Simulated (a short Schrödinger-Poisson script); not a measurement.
Stack: MOS inversion layer, SiO2 on p-type Si(100), at 300 K.

From the gate side: 1.3 nm SiO2; 380 nm Si, acceptors 1.3e18 cm⁻³.

The device is made up for the run: typed textbook-type constants, with dimensions and the other settings drawn at random. SiO2: permittivity 3.9, conduction-band edge (eV) 3.15, gap (eV) 9, electron mass (mₑ) 0.5. Si: permittivity 11.7, conduction-band edge (eV) 0, gap (eV) 1.124, Nv at 300 K (cm⁻³) 3.1e19.

Channel valleys (confinement mass, in-plane density-of-states mass, number): Δ2 0.916, 0.19, 2; Δ4 0.19, 0.417, 4. At the gate the conduction-band edge of layer 1 lies 3.28 eV − eVg above the Fermi level of the channel; the field vanishes at the back. Gaps are held at their typed values at every temperature. Mesh 0.03 nm at interfaces.

From a short Schrödinger-Poisson script (our own, NumPy): 1D Poisson equation in equilibrium, electrons quantum, Hartree (BenDaniel-Duke, 12 states a valley, the channel's in-plane mass for all, wave functions ending at the dielectric), parabolic valleys, classical holes, full ionisation, no traps, pinning or gate leakage.

| Vg (V) | electrons (cm⁻²) | C (μF/cm²) | Δ2 E0 (meV from the Fermi level) | Δ4 E0 (meV from the Fermi level) |
|---|---|---|---|---|
| 0.3 | 2.65e9 | 0.311 | 194.8 | 277.6 |
| 0.35 | 1.32e10 | 0.351 | 153.1 | 237.3 |
| 0.4 | 6.02e10 | 0.524 | 113.5 | 199.2 |
| 0.45 | 2.11e11 | 0.902 | 80.5 | 167.8 |
| 0.5 | 5.08e11 | 1.28 | 56.8 | 145.9 |
| 0.55 | 9.19e11 | 1.52 | 40.2 | 131.3 |
| 0.6 | 1.40e12 | 1.66 | 27.9 | 121.1 |
| 0.65 | 1.92e12 | 1.76 | 18.1 | 113.4 |
| 0.7 | 2.47e12 | 1.82 | 9.9 | 107.3 |
| 0.75 | 3.03e12 | 1.87 | 2.8 | 102.2 |
| 0.8 | 3.62e12 | 1.90 | -3.5 | 97.9 |
| 0.85 | 4.21e12 | 1.93 | -9.3 | 94.1 |
| 0.9 | 4.81e12 | 1.95 | -14.7 | 90.7 |
| 0.95 | 5.42e12 | 1.97 | -19.8 | 87.7 |
| 1 | 6.03e12 | 1.99 | -24.5 | 84.9 |
| 1.05 | 6.65e12 | 2.00 | -29.1 | 82.3 |
| 1.1 | 7.27e12 | 2.01 | -33.5 | 79.8 |

Gate voltages with under 1e9 electrons/cm² are left out.

**Question.** At Vg = 1.1 V the lowest Δ2 subband lies at -33.5 meV from the Fermi level. How many electrons does it hold, and what share of all?

**Answer.** The two-dimensional density of states is g m/(πħ²) = 1.59e11 cm⁻² meV⁻¹ (both spins), kT = 25.9 meV, so n = D kT ln(1 + exp(−E/kT)) = 6.31e12 cm⁻², 0.87 of the 7.27e12 cm⁻² in all.

**Question.** Compare the slope of the sheet density between 1 and 1.1 V with the geometric capacitance of the layers between gate and channel.

**Answer.** q Δn/ΔV = 1.99 μF/cm²; ε0/Σ(t/ε) = 2.66 μF/cm². The ratio is 0.75: the channel acts as a further capacitance in series.
